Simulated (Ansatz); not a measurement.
The parent structure is Mg₂Sn (space group Fm-3m, No. 225; a = 6.747 Å; relaxed with 0.1 eV smearing). Axes: x, y, z lie along the cube axes.

The values are results of PBEsol (Ansatz, a first-principles code; PAW; 420 eV plane waves; spin-orbit coupling left out), not measurements.

Before the change:

- Shortest interatomic distance: 5.521 bohr

It is then changed as follows: biaxial strain −1.50 %, plane normal [001], relaxed out of plane (Cartesian); in-plane vectors clamped, the third vector and the atoms free.

Problem. What happens to the shortest interatomic distance?

Solution. The shortest interatomic distance falls by 0.035 bohr (5.521 bohr → 5.486 bohr).

Problem. Estimate the effect on the ratio −ε⊥/ε∥.

Solution. The ratio −ε⊥/ε∥ comes out as 0.73.

No phonon test of stability was made.
